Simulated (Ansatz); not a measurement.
The starting structures come from a database of crystals and need not be the phases stable at ambient conditions.

 Where the default PAW files enter, the runs use the earlier of Ansatz's two default sets.

Evanescent states of LaTeCl (P4/nmm, not sure to be the ambient phase, 6 atoms a cell, 28.8 Å³ an atom) along the normal of (100)

These are r2SCAN (plane waves, PAW; Ansatz, a quantum-chemistry and plane-wave program) values and carry that method's errors.

The gap is the functional's own. No spin-orbit coupling. Mid-gap values are interpolated on the energy grid.

Energies count from the valence-band top; κ is the least over a 8×4 mesh across the current.

```json
[
 {"E (eV)": "0.04", "κ (1/Å)": "0.069", "where": "Γ"},
 {"E (eV)": "0.10", "κ (1/Å)": "0.093", "where": "Γ"},
 {"E (eV)": "0.17", "κ (1/Å)": "0.111", "where": "Γ"},
 {"E (eV)": "0.24", "κ (1/Å)": "0.126", "where": "Γ"},
 {"E (eV)": "0.32", "κ (1/Å)": "0.138", "where": "Γ"},
 {"E (eV)": "0.39", "κ (1/Å)": "0.149", "where": "Γ"},
 {"E (eV)": "0.46", "κ (1/Å)": "0.158", "where": "Γ"},
 {"E (eV)": "0.53", "κ (1/Å)": "0.167", "where": "Γ"},
 {"E (eV)": "0.59", "κ (1/Å)": "0.171", "where": "off Γ"},
 {"E (eV)": "0.67", "κ (1/Å)": "0.166", "where": "Γ"},
 {"E (eV)": "0.73", "κ (1/Å)": "0.148", "where": "Γ"},
 {"E (eV)": "0.81", "κ (1/Å)": "0.126", "where": "Γ"},
 {"E (eV)": "0.88", "κ (1/Å)": "0.099", "where": "Γ"},
 {"E (eV)": "0.94", "κ (1/Å)": "0.060", "where": "Γ"}
]
```

Question: How thick must the barrier be to attenuate the transmission by 10^8 when the electrodes' Fermi level lies at 0.53 eV, and what attenuation does that film give at 0.81 eV?

Answer: d = 8 ln 10 / (2 × 0.167) = 55.2 Å. At 0.81 eV it gives 8 × 0.126/0.167 = 6.0 decades.
